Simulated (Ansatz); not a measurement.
Base system: YN in the rock salt structure (space group Fm-3m, No. 225; a = 4.856 Å).

Levels (all Ansatz, an electronic-structure program, PAW): PBEsol (420 eV, no spin-orbit coupling); r2SCAN (500 eV, spin-orbit coupling left out); HSE06 (420 eV, no SOC).

At the geometry relaxed with PBEsol, these levels gave the following band gaps, in shuffled order: (a) 0.54 eV, (b) 1.05 eV, (c) 0.08 eV.

Question: Match each gap to its level.

Answer: (a) r2SCAN; (b) HSE06; (c) PBEsol.

Single points use the geometry relaxed with PBEsol. HSE06 gaps are upper bounds (no full band path). Whether these cells are dynamically stable was not tested. A zero or small gap of YN can be the functional's error rather than a property of the material.
